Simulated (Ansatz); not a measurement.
A zone-centre phonon calculation of TiGa₃ (I4/mmm, 4 atoms in the cell) with Ansatz (an electronic-structure program).

Method of the run: LDA (PW92), default PAW files made with PBE (plane waves; Ansatz).

```xyz
4
Lattice="-1.8748 1.8748 4.3553 1.8748 -1.8748 4.3553 1.8748 1.8748 -4.3553" Properties=species:S:1:pos:R:3 pbc="T T T"
Ti     0.0000     0.0000     0.0000
Ga     0.0000     1.8748     2.1777
Ga     1.8748     0.0000     2.1777
Ga     0.0000     0.0000     4.3553
```

Reference input (self-consistent single point, DFT, LDA (PW92), plane waves, default PAW files made with PBE): basis.ecutwfc = 420 eV; kpoints.mp_grid.grid = 10 10 10; hamiltonian.xc = lda; hamiltonian.pseudopotentials = {kind: paw} (the program's default PAW files); scf.occupations.method = gaussian; scf.occupations.width = 0.1 eV. This run's input differs from it in these lines:

Ansatz 0.2 input:
```diff
@@ -18,7 +18,5 @@
 scf:
-  occupations: { method: gaussian, width: 0.1 }
-output:
-  forces: true
-  eigenvalues: true
-  stress: true
+  occupations: { method: gaussian, width: 0.2 }
+phonons:
+  method: dfpt
```

The program printed (abridged):

```
SCF iter   1: F=—  HF=-13573.017799 eV  |F-HF|=—  |Δ(HF+E_count)|=         —  Δρ=8.37e-3  dr2=3.43e-2  ethr=1.77e-3  ⟨swp⟩=5.2  Hψ=19422  notcnv=0
all-band conjugate gradients solve this SCF's bands
preconditioner: auto → Kerker (q_TF=auto, 2.646 Å⁻¹)
SCF iter   2: F=—  HF=-13573.012851 eV  |F-HF|=—  |Δ(HF+E_count)|=   4.95e-3  Δρ=3.82e-3  dr2=8.81e-3  ethr=6.72e-5  ⟨swp⟩=2.1  Hψ=10249  notcnv=0
   [... lines left out ...]
SCF iter   8: F=—  HF=-13573.011476 eV  |F-HF|=—  |Δ(HF+E_count)|=   1.30e-9  Δρ=2.16e-6  dr2=2.31e-9  ethr=2.39e-11  ⟨swp⟩=2.0  Hψ=8821  notcnv=0
SCF iter   9: F=—  HF=-13573.011476 eV  |F-HF|=—  |Δ(HF+E_count)|=   1.83e-9  Δρ=5.79e-7  dr2=2.15e-10  ethr=4.53e-12  ⟨swp⟩=2.0  Hψ=8815  notcnv=0
SCF iter  10: F=—  HF=-13573.011476 eV  |F-HF|=—  |Δ(HF+E_count)|=  1.76e-10  Δρ=1.71e-7  dr2=1.59e-11  ethr=1.00e-12  ⟨swp⟩=2.0  Hψ=7979  notcnv=0
SCF iter  11: F=-13573.011476 eV  HF=-13573.011476 eV  |F-HF|=0.00e0  |Δ(HF+E_count)|=  1.82e-12  Δρ=4.92e-8  dr2=1.74e-12  ethr=1.00e-12  ⟨swp⟩=8.0  Hψ=25612  notcnv=0
SCF 1 converged in 11 iterations: F = -13573.011476 eV  dr2 = 1.74e-12
DFPT response loops at Γ: preconditioner auto → Kerker (q_TF=auto, 2.646 Å⁻¹) (partly filled bands, converged f_vac=0.000) …
Free energy (F): -13573.011476 eV
Internal energy: -13572.982201 eV  (E = F + TS)
E sigma→0 (E₀):  -13572.996838 eV
Entropy (-TS):   -0.029276 eV (-7.319 meV/atom)
Fermi energy:    12.838854 eV
--- Phonons (Γ-DFPT): 6 representative perturbations + reference, on 171 of 1000 k-points (Σ response iterations 19) ---
  k mesh reduced under 4 symmetry operations, with k and −k counted as one. Each operation leaves every solved displacement unchanged or reverses it
  ASR residual: 7.108e-5 → 0.000e0 eV/Å²; symmetrization residual: 5.570e-6 eV/Å²
  ASR residual per site (eV/Å²): 2.96e-5 3.93e-5 3.93e-5 7.11e-5
  Γ frequencies (cm⁻¹): 0.00 0.00 0.00 102.82 105.78 105.78 124.80 186.11 186.11 225.89 264.21 264.21
  non-analytic LO–TO correction: not included (Born effective charges unavailable; polar crystals: no LO–TO splitting at Γ)
```

The run converged in 11 iterations. 

Summary of the result:
```
Property                                                                                                 Value
--------------------------------------------------------  ----------------------------------------------------
Free energy E − TS (on the zero of these files)                                                 -13573.0115 eV
Fermi level (on the code's own zero)                                                                  12.84 eV
Zone-centre frequencies (cm⁻¹; negative means imaginary)  0, 0, 0, 103, 106, 106, 125, 186, 186, 226, 264, 264
```

The starting cell comes from a database of computed structures (which also holds hypothetical and non-ambient phases and stackings), without a prior relaxation at this level. Its lattice was rescaled by up to half a per cent. Spin polarisation is off.

Cost on one core of a shared machine: roughly 5 min.
